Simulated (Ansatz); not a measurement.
Levels about the gap of amorphous Hf₁₉O₃₆ (55 atoms in a cell of 727 Å³, 9.06 g/cm³; zone centre alone, so wide bands show as single levels with stretches between that a denser mesh fills), at the geometry that PBE relaxed, where it gives -2.4 GPa on a denser mesh. The participation number counts the atoms over which a state spreads; weights are charges in smoothed Voronoi cells. The levels come from a single point, so bond lengths are those of that geometry. Method of the levels: PBE, scalar-relativistic without spin-orbit coupling (Ansatz, a program for electronic structure). Sampling: the zone centre alone; Fermi-Dirac width 0.02 eV; no spin polarisation. The usual formal charges leave 4 electrons over, so the level spacing at the Fermi energy parts defect or band states and needn't be the band gap.

Preparation: random packing, an ab initio melt and quench, and a relaxation. The hot cell started wider than the set density and was brought back towards it in steps. It is a model cell: composition and starting density were chosen by hand, and all elements were melted together. No dispersion term was used. Its density started from a set value of 9.06 and ended at 9.06 g/cm³. The quench (nominally 830 K/ps over its main leg) was far faster than any real one, so the model tends to hold more defects than a real film. A cell of this size samples the disorder only roughly. The volume was held where the preparation left it and the shape relaxed, at a PBE pressure of -2.4 GPa (tension). Stress components on the final sampling reach 2.4 GPa. On a 2×2×2 Γ-centred mesh force components of up to 0.22 eV/Å stay, since the relaxation ran on the zone centre alone.

```csv
"E - E(highest filled), eV",filling,participation number,largest on,weight O,weight Hf
-3.13,filled,14.3,"O, 2 neighbours",0.95,0.05
-3.09,filled,10.0,"O, 2 neighbours",0.94,0.06
-3.05,filled,10.2,"O, 3 neighbours",0.95,0.05
-2.94,filled,7.1,"O, 3 neighbours",0.95,0.05
-2.86,filled,6.6,"O, 3 neighbours",0.95,0.05
-0.92,filled,9.2,"Hf, 5 neighbours",0.36,0.64
0.00,filled,9.1,"Hf, 6 neighbours",0.35,0.65
0.84,empty,24.2,"Hf, 7 neighbours",0.41,0.59
1.05,empty,17.5,"Hf, 6 neighbours",0.39,0.61
1.07,empty,25.6,"Hf, 7 neighbours",0.38,0.62
1.24,empty,23.7,"Hf, 6 neighbours",0.39,0.61
1.27,empty,15.4,"Hf, 6 neighbours",0.37,0.63
1.40,empty,18.8,"Hf, 6 neighbours",0.36,0.64
1.45,empty,28.7,"Hf, 7 neighbours",0.37,0.63
```

Most localised among these is the filled level at -2.86 eV, on a O atom, which has 3 neighbours (Hf 2.11 Å, Hf 2.23 Å, Hf 2.27 Å).
